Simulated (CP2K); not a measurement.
CP2K run on Ba3Bi2 (P1, 5 atoms in the cell): self-consistent single point.

Level of theory: LDA (Pade form), GPW, DZVP-MOLOPT-SR-GTH basis, GTH-PADE potentials (GTH_POTENTIALS) (CP2K).

The change in words: atoms moved at random. Reference geometry:
```
CELL_PARAMETERS angstrom
      6.46279     0.00000     0.00000
      0.00000     6.46279     0.00000
      0.00000     0.00000     6.46279
ATOMIC_POSITIONS crystal
  Ba 0.00000 0.50000 0.50000
  Ba 0.50000 0.00000 0.50000
  Ba 0.50000 0.50000 0.00000
  Bi 0.00000 0.00000 0.00000
  Bi 0.50000 0.50000 0.50000
```

Reference input (self-consistent single point, DFT LDA (Pade form), GPW, DZVP-MOLOPT-SR-GTH basis, GTH-PADE potentials (GTH_POTENTIALS)): CUTOFF = 500 Ry; REL_CUTOFF = 50 Ry; SMEAR/METHOD = FERMI_DIRAC; ELECTRONIC_TEMPERATURE = 580.23 K; KPOINTS/SCHEME = MONKHORST-PACK 5 5 5; XC_FUNCTIONAL = PADE; Ba/BASIS_SET = DZVP-MOLOPT-SR-GTH; Ba/POTENTIAL = GTH-PADE-q10; Bi/BASIS_SET = DZVP-MOLOPT-SR-GTH; Bi/POTENTIAL = GTH-PADE-q5; METHOD = GPW; EPS_DEFAULT = 1e-10. This run's input differs from it in these lines:

```diff
@@ -69,7 +69,7 @@
     &COORD
-      Ba       0.00000000     3.23139700     3.23139700
-      Ba       3.23139700     0.00000000     3.23139700
-      Ba       3.23139700     3.23139700     0.00000000
-      Bi       0.00000000     0.00000000     0.00000000
-      Bi       3.23139700     3.23139700     3.23139700
+      Ba      -0.01467054     3.24103949     3.20117698
+      Ba       3.24604169     0.01861931     3.22460460
+      Ba       3.25121839     3.22927720     0.03874445
+      Bi      -0.01061837    -0.03482800     0.00755501
+      Bi       3.22221337     3.24008300     3.22211643
     &END COORD
```

The program printed (abridged):

```
 SCF WAVEFUNCTION OPTIMIZATION

  Step     Update method      Time    Convergence         Total energy    Change
     1 NoMix/Diag. 0.30E+00      -     1.77954711       -88.4077094465 -8.84E+01
     2 Broy./Diag. 0.30E+00      -     0.03115233       -87.7556179775  6.52E-01
     3 Broy./Diag. 0.30E+00      -     0.22338189       -87.6322637418  1.23E-01
     4 Broy./Diag. 0.30E+00      -     0.01543140       -87.8290306702 -1.97E-01
     5 Broy./Diag. 0.30E+00      -     0.02936241       -87.9506390601 -1.22E-01
     6 Broy./Diag. 0.30E+00      -     0.00709269       -87.9667523841 -1.61E-02
   [... 9 lines left out ...]
    16 Broy./Diag. 0.30E+00      -     0.00000589       -87.9809888676 -8.28E-05
    17 Broy./Diag. 0.30E+00      -     0.00000206       -87.9810173788 -2.85E-05
    18 Broy./Diag. 0.30E+00      -     0.00000139       -87.9810240794 -6.70E-06
    19 Broy./Diag. 0.30E+00      -     0.00000063       -87.9810178369  6.24E-06
  *** SCF run converged in    19 steps ***

  Overlap energy of the core charge distribution:               0.00000000000283
  Self energy of the core charge distribution:               -180.03294791813161
  Core Hamiltonian energy:                                     34.90816651178932
  Hartree energy:                                              70.82221281876411
  Exchange-correlation energy:                                -13.67837354750466
  Electronic entropic energy:                                  -0.00007570195727
  Fermi energy:                                                 0.14138373739625

  Total energy:                                               -87.98101783687500
  Total energy (extrapolated to T->0):                        -87.98097998589637

                     Mulliken Population Analysis

   [... lines left out ...]

 STRESS| Analytical stress tensor [bar]
 STRESS|                        x                   y                   z
 STRESS|      x        2.78980010894E+02   1.47328695535E+01  -1.56015789496E+01
 STRESS|      y        1.47328695535E+01   2.35986606606E+02  -4.84225122399E+00
 STRESS|      z       -1.56015789496E+01  -4.84225122399E+00   6.54946582728E+02
 STRESS| 1/3 Trace                                             3.89971066743E+02
```

The run converged in 19 iterations. Against the reference run the free energy rises by 2.1 meV/atom, the pressure moves little (0.02 to 0.04 GPa) and the largest force goes from 0.000 to 0.431 eV/Å.

The starting cell comes from a database of computed structures (which also holds hypothetical and non-ambient phases and stackings), without a prior relaxation at this level. Its lattice was rescaled by a random factor within 2.5 % of one. For this run, on top of that: atoms moved at random. Values carry the incompleteness of an atom-centred basis.
